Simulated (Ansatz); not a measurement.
Ansatz (a program for electronic structure) run on LaPd (Cmcm, 4 atoms in the cell): self-consistent single point

Method: LDA (PW92), default PAW files made with PBE (plane waves; Ansatz).

Input as run:

Ansatz 0.2 input:
```yaml
crystal:
  lattice:
    - [1.986986, -5.500519, 0.000000]
    - [1.986986, 5.500519, 0.000000]
    - [0.000000, 0.000000, 4.644365]
  atoms:
    - { symbol: La, position: [0.864820, 0.135180, 0.750000] }
    - { symbol: La, position: [0.135180, 0.864820, 0.250000] }
    - { symbol: Pd, position: [0.587210, 0.412790, 0.750000] }
    - { symbol: Pd, position: [0.412790, 0.587210, 0.250000] }
basis:
  ecutwfc: 420.0 eV
kpoints:
  mp_grid:
    grid: [9, 9, 7]
hamiltonian:
  xc: lda
  pseudopotentials:
    kind: paw
scf:
  occupations:
    method: gaussian
    width: 0.1 eV
output:
  forces: true
  eigenvalues: true
  stress: true
```

The program printed (abridged):

```
WARN ansatz: RAYON_NUM_THREADS=1 ignored (pool sized by the plan → 1); use --threads N
Pseudopotentials: kind: paw
Pseudopotential: La, paw, valence charge 11
Pseudopotential: Pd, paw, valence charge 18
Crystal: 4 atoms, lattice volume = 101.521 Å³
Basis set: ecut = 420 eV, 1999 PW (Γ)
Bands: 35, of which v1, the nominal top of the filled ones, is band 29 counted from 1 (28 counted from 0)
Symmetry: 8 space group operations
Space group: Cmcm (ITA 63), of the structure as read, at distance tolerance 4.7e-5 Å
k-points: 100 of 567
PAW frozen core: La, regenerated for the run's functional, and the local potential with it
PAW frozen core: Pd, regenerated for the run's functional, and the local potential with it
Initial density: superposition of atomic densities (neutral atoms: chi_scale 0, normalization atom), corrected by the library's trained network
Initial wavefunctions: pseudopotential atomic-orbital guess
Eigensolver: davidson
Functional: x = slater, c = lda
SCF iter   1: F=—  HF=-25844.479464 eV  |F-HF|=—  |Δ(HF+E_count)|=         —  Δρ=8.09e-3  dr2=6.76e-2  ethr=1.77e-3  ⟨swp⟩=7.8  Hψ=16242  notcnv=0
all-band conjugate gradients solve this SCF's bands
preconditioner: auto → Kerker (q_TF=auto, 2.485 Å⁻¹)
SCF iter   2: F=—  HF=-25844.471024 eV  |F-HF|=—  |Δ(HF+E_count)|=   8.44e-3  Δρ=3.45e-3  dr2=1.50e-2  ethr=1.17e-4  ⟨swp⟩=3.0  Hψ=7755  notcnv=0  defer=99
SCF iter   3: F=—  HF=-25844.469312 eV  |F-HF|=—  |Δ(HF+E_count)|=   1.71e-3  Δρ=1.86e-3  dr2=3.96e-3  ethr=2.58e-5  ⟨swp⟩=2.1  Hψ=5023  notcnv=0  defer=99
SCF iter   4: F=—  HF=-25844.468508 eV  |F-HF|=—  |Δ(HF+E_count)|=   8.04e-4  Δρ=3.16e-4  dr2=1.91e-4  ethr=6.82e-6  ⟨swp⟩=2.2  Hψ=4922  notcnv=0  defer=99
SCF iter   5: F=—  HF=-25844.468481 eV  |F-HF|=—  |Δ(HF+E_count)|=   2.65e-5  Δρ=1.18e-4  dr2=2.15e-5  ethr=3.30e-7  ⟨swp⟩=2.3  Hψ=5223  notcnv=0  defer=99
SCF iter   6: F=—  HF=-25844.468476 eV  |F-HF|=—  |Δ(HF+E_count)|=   5.04e-6  Δρ=2.16e-5  dr2=5.87e-7  ethr=3.71e-8  ⟨swp⟩=2.4  Hψ=5749  notcnv=0  defer=99
SCF iter   7: F=-25844.468476 eV  HF=-25844.468476 eV  |F-HF|=7.41e-9  |Δ(HF+E_count)|=   7.44e-8  Δρ=4.68e-6  dr2=2.26e-8  ethr=1.72e-10  ⟨swp⟩=13.9  Hψ=19788  notcnv=0
SCF 1 converged in 7 iterations: F = -25844.468476 eV  dr2 = 2.26e-8
SCF converged after 7 iterations
Free energy (F): -25844.468476 eV
Harris-Foulkes:  -25844.468476 eV  (|F-HF|=7.41e-9)
Internal energy: -25844.455103 eV  (E = F + TS)
E sigma→0 (E₀):  -25844.461789 eV
Entropy (-TS):   -0.013373 eV (-3.343 meV/atom)
Fermi energy:    13.815739 eV
--- Per-component energies (eV) ---
  E_band       = -544.055107
  E_kinetic    = 1416.401052
  E_local      = -6050.314517  (includes V_loc(G=0)·N_el)
  E_nonlocal   = 642.238040
  E_hartree    = 2483.750680
  E_xc         = -612.967001
  E_vxc        = -718.601815  (∫ρ·V_xc dr)
  E_paw        = -17734.601988  (= ΣΔE_a)
  E_vpaw       = -801.278711  (= ΣTr[D̂ρ^β])
  E_aug_tail   = 0.000375  (compensation charges beyond the density's cutoff)
  E_ewald      = -5990.968645
  E_core_change = 2.006900  (= ΣΔE_core)
  E_smearing   = -0.013373  (= −TS)
  E_closure    = -0.000000  (closes the sum)
  Σ components = -25844.468476   (vs F -25844.468476, Δ=0.00e0)
--- Forces (eV/Å), atoms counted from 1 ---
  atom   1  La     0.00000000    -0.09811678     0.00000000
  atom   2  La     0.00000000     0.09811678     0.00000000
  atom   3  Pd     0.00000000     0.04726431     0.00000000
  atom   4  Pd     0.00000000    -0.04726431     0.00000000
  max |Σ_I F_I| component: 0.00e0 eV/Å
--- Stress (GPa, compression-positive) ---
       -4.736575       0.000000       0.000000
        0.000000      -4.809729       0.000000
        0.000000       0.000000      -5.095067
  P = ⅓ Tr σ = -4.8805 GPa (-48.805 kbar)
  The stress holds the Pulay correction. Without it, at fixed plane waves, as pw.x and ABINIT print it: P = -4.8938 GPa
--- Band table (eV; the first three rows and the last of 100) ---
  k-point 0: bands = ["-70.7449", "-70.7398", "-36.5520", "-36.5487", "-36.5278", "-36.5233", "-36.5204", "-36.5035", "-18.9704", "-18.8384", "-3.0372", "-2.7952", "-2.4250", "-2.3273", "-2.3138", "-2.2816", "8.8135", "9.6162", "9.7008", "9.8564", [...]
  k-point 1: bands = ["-70.7447", "-70.7400", "-36.5525", "-36.5500", "-36.5274", "-36.5212", "-36.5208", "-36.5039", "-18.9625", "-18.8436", "-3.0013", "-2.8018", "-2.4233", "-2.3715", "-2.3354", "-2.3201", "9.0430", "9.6252", "9.7501", "9.9432", [...]
  k-point 2: bands = ["-70.7440", "-70.7407", "-36.5535", "-36.5525", "-36.5264", "-36.5218", "-36.5166", "-36.5053", "-18.9413", "-18.8589", "-2.9000", "-2.8041", "-2.5107", "-2.4274", "-2.4168", "-2.3561", "9.6241", "9.6880", "10.0006", "10.1628", [...]
  k-point 99: bands = ["-70.7429", "-70.7418", "-36.5546", "-36.5544", "-36.5249", "-36.5232", "-36.5116", "-36.5077", "-18.8979", "-18.8927", "-3.1069", "-3.0769", "-2.4127", "-2.3619", "-2.3094", "-2.2815", "10.1222", "10.1535", "10.3090", [...]
```

The run converged in 7 iterations.

The starting cell comes from a database of computed structures (which also holds hypothetical and non-ambient phases and stackings), without a prior relaxation at this level. Its lattice was rescaled by up to half a per cent. Spin polarisation is off. With a pressure of about -5 GPa the cell is away from its equilibrium volume at this level. Ansatz's pressure includes its estimate of the finite-basis (Pulay) stress.
